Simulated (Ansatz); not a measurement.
**Migration barriers: O vacancy in polar orthorhombic ZrO2 with all lengths changed by +1 %, charge state +2**

Defect migration in polar orthorhombic ZrO2 with all lengths changed by +1 %: O vacancy, charge state +2. All values below come from PBE, PAW (plane waves to 420 eV; Ansatz, a quantum-chemistry and plane-wave program).

Cell of 96 host sites held at the strained lattice (strain from the relaxed PBE one, atoms relaxed); the Γ point alone; Fermi-Dirac width 0.01 eV, spin-restricted; finite-size errors left in. Static, classical nuclei. The host's phase is taken as given; its stability against other phases was not computed. The charge state is imposed; whether it is stable for some Fermi level was not computed. Forms of the defect that were not tried may lie lower.

Barriers: single points on a 2×2×2 k-point mesh shifted by half a step at the bands' geometries.

| Route | Start site over the lowest site run (eV) | Hop (Å) | Forward barrier (eV) | Backward barrier (eV) | Neighbours at the start | Neighbours at the saddle | Saddle order | Forward, on the band's own sampling (eV) |
|---|---|---|---|---|---|---|---|---|
| one O atom jumps into the vacancy from a nearby O site | 0.00 | 2.62 | 0.44 | 0.44 | O at 2.59, O at 2.69; Zr at 2.10, Zr at 2.11, Zr at 2.25 Å | O at 2.61; Zr at 2.02, Zr at 2.03 Å | not checked | 0.43 |
| one O atom jumps into the vacancy from a nearby O site | 0.00 | 2.13 | 0.44 | 0.25 | O at 2.64, O at 2.65, O at 2.66; Zr at 2.10, Zr at 2.23, Zr at 2.27, Zr at 2.59 Å | 2 Zr at 2.00 Å | not checked | 0.44 |
| one O atom jumps into the vacancy from a nearby O site | 0.00 | 2.42 | 0.51 | 0.51 | O at 2.63; Zr at 2.04, Zr at 2.12, Zr at 2.33 Å | O at 2.53; Zr at 2.00, Zr at 2.16 Å | not checked | 0.50 |

Paths come from nudged elastic bands with a climbing image.  

The whole set of runs took about 1.7 core-hours (a rough figure).
